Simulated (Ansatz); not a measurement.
## Pt, pressure series

The reference is Pt in the fcc (Cu type) structure (space group Fm-3m, No. 225).

```cif
data_Pt
_chemical_formula_sum 'Pt1'
_space_group_name_H-M_alt 'P 1'
_space_group_IT_number 1
_cell_length_a 2.77063
_cell_length_b 2.77063
_cell_length_c 2.77063
_cell_angle_alpha 60.000
_cell_angle_beta 60.000
_cell_angle_gamma 60.000
loop_
_space_group_symop_operation_xyz
  'x, y, z'
loop_
_atom_site_label
_atom_site_type_symbol
_atom_site_fract_x
_atom_site_fract_y
_atom_site_fract_z
_atom_site_occupancy
Pt1 Pt 0.00000 0.00000 0.00000 1
```

Cell and atoms are relaxed at each pressure.

Computed with PBEsol/PAW in Ansatz (an electronic-structure program), no spin-orbit coupling.

```csv
P (GPa),V (Å³/atom)
-2.01,15.147
-1.01,15.093
3.01,14.887
7.00,14.698
15.00,14.361
30.02,13.833
50.00,13.273
75.00,12.718
100.00,12.268
```

### Question
Fit a third-order Birch–Murnaghan equation of state.

### Answer
Least squares on P(V) = (3B₀/2)[(V₀/V)^(7/3) − (V₀/V)^(5/3)]·[1 + (3/4)(B₀′ − 4)((V₀/V)^(2/3) − 1)] gives V₀ = 15.04 Å³/atom, B₀ = 289 GPa and B₀′ = 5.2.

Measured bulk modulus of Pt: 289 GPa (static lattice; corrected from measurement; as listed in H. Levämäki et al., Physical Review B (2014)); the computed value is 0 % above it.

Load acts through the strain it causes; cell and atoms are relaxed under it. No phonon test of stability was made. No other phases were tried under pressure. The final runs are not spin-polarised.
